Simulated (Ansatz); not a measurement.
BBi (model structure, started from the zincblende type, F-43m, No. 216, 2 atoms in the cell) was calculated with G0W0@HSE06 in Ansatz (plane waves, hard PAW, contour deformation).

The same calculation (at the PBEsol cell, 20.261 Å³/atom) with different numerical settings; throughout: k mesh 2×2×2:

| run | response cutoff (eV) | empty bands | quasiparticle gap on the mesh (eV) | quasiparticle gap at Γ (eV) |
|---|---|---|---|---|
| 1 | 100 | 169 | 0.985 | 1.301 |
| 2 | 150 | 311 | 1.051 | 1.278 |
| 3 | 200 | 478 | 1.077 | 1.259 |
| 4 | 250 | 668 | 1.077 | 1.250 |
| 5 | 300 | 878 | 1.078 | 1.246 |
| 6 | 400 | 1352 | 1.080 | 1.245 |

In the column quasiparticle gap on the mesh (eV) the first row differs from the last by -0.095 and the next to last by -0.002.

The last row is no converged limit: other settings stay fixed.

Spin–orbit coupling is not included.

Note: filled d or f shells below the valence bands can shift G0W0 gaps through exchange with them, which wasn't tested here. Note: GW on a hybrid start was not checked against another program.

A model structure was made by putting elements into a prototype or built by hand; it is no filed structure, need not be a known phase, and can be a saddle point held by its symmetry.

Ansatz is a first-principles code.
